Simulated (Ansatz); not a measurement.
Take MgS in the rock salt structure (space group Fm-3m, No. 225) as the base.

```
MgS
1.0
    0.00000     2.59098     2.59098
    2.59098     0.00000     2.59098
    2.59098     2.59098     0.00000
S Mg
1 1
Cartesian
  0.00000   0.00000   0.00000
  2.59098   2.59098   2.59098
```

Method: Ansatz (a quantum-chemistry and plane-wave program) PBEsol, spin-orbit coupling left out.

Before the change:

```
Item                                      Value
-------------------  --------------------------
Smallest direct gap                     3.69 eV
Hole mass            0.25, 0.92, 0.92 mₑ (at Γ)
Volume per atom                        17.39 Å³
Band gap                                2.73 eV
```

The change: cell and atoms relaxed at a pressure of 0.7 GPa.

Q: What does the calculation give for the smallest direct gap, hole mass, volume per atom and band gap after the change?

A: The smallest direct gap grows by 0.07 eV (3.69 eV → 3.76 eV); the hole mass (degenerate bands, along [100]) changes from 0.25, 0.92, 0.92 mₑ (at Γ) to 0.25, 0.91, 0.91 mₑ (at Γ); the volume per atom decreases by 0.15 Å³, from 17.39 Å³ to 17.24 Å³; the band gap goes up by 0.017 eV, from 2.73 eV to 2.74 eV.

Load acts through the strain it causes; cell and atoms are relaxed under it. Effective masses come from finite differences of ±0.01 Å⁻¹. Stability against distortions was not tested.
